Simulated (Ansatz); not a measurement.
**What pressure −1 GPa does to MgTe**

Take MgTe in the zinc blende structure (space group F-43m, No. 216; a = 6.439 Å) as the base.

The change: hydrostatic tension (pressure −1 GPa).

Calculations: PBEsol (Ansatz, a quantum-chemistry and plane-wave program), no SOC. Settings: 9×9×9 k-points, 0.05 eV Fermi–Dirac smearing.

Volume per atom: 34.37 Å³ (base 33.38 Å³)
Density: 3.67 g/cm³ (base 3.78 g/cm³)
Lattice parameter a: 6.503 Å (base 6.439 Å)
Shortest interatomic distance: 2.816 Å (base 2.788 Å)
Enthalpy H = E + PV relative to the base's energy: -0.21 eV/atom
Band gap: 2.22 eV (base 2.35 eV)
Gap character: direct at Γ (base direct at Γ)
Mean gap deformation potential ΔEg/Δln V: -4.3 eV
Width of the top valence band: 1.42 eV (base 1.49 eV)
Electron mass: 0.16 mₑ (at Γ) (base 0.16 mₑ (at Γ))
Valley order (the lowest conduction-band minima on the path, energy above the VBM, named in the base's zone): Γ 2.22 eV; X along ⟨100⟩ 2.75 eV; L along ⟨111⟩ 3.10 eV (base Γ 2.35 eV; X along ⟨100⟩ 2.71 eV; L along ⟨111⟩ 3.18 eV)

With Te present, leaving out spin-orbit coupling can change the band edges. Load acts through the strain it causes; cell and atoms are relaxed under it. Effective masses come from finite differences of ±0.01 Å⁻¹. Stability against distortions was not tested.
